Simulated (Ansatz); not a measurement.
**HgS: isotropic strain −0.56 %**

Base system: HgS (space group P3_221, No. 154; a = 4.4667 Å, c = 9.7591 Å; made of chains).

It is then changed as follows: the cell is scaled by 0.9944 in all directions; the atoms relax in the strained cell.

Calculations: PBE (Ansatz, a quantum-chemistry and plane-wave program), no spin-orbit coupling, earlier PAW set. Γ-centred 9×9×4 mesh, Fermi–Dirac width 0.05 eV.

```csv
quantity,base,changed,shift
volume per atom,28.10 Å³,27.63 Å³,-0.47 Å³
energy relative to the base (free energy F),0 meV/atom,+0.2 meV/atom,+0.2 meV/atom
"pressure (mean of the normal stresses, compression positive)",0.00 GPa,0.15 GPa,+0.15 GPa
band gap,1.83 eV,1.79 eV,-0.04 eV
gap character,"indirect, Γ–A (67 % along) → Γ","indirect, Γ–A (67 % along) → Γ",–
smallest direct gap,1.87 eV,1.83 eV,-0.04 eV
mean gap deformation potential ΔEg/Δln V,–,+2.2 eV,–
electron mass,"0.43 mₑ along c, 1.2 mₑ across (at Γ)","0.43 mₑ along c, 1.2 mₑ across (at Γ)",–
largest internal atomic displacement,–,0.024 Å,–
```

Cost of the whole job for the changed cell (relaxation, final SCF and bands): roughly 5 core-minutes.

With Hg present, leaving out spin-orbit coupling can change the band edges. Masses are band curvatures over ±0.01 Å⁻¹ around the edge. No phonon test of stability was made. No dispersion term is included, though the crystal is made of layers, chains or molecules, so its spacings can come out too wide.
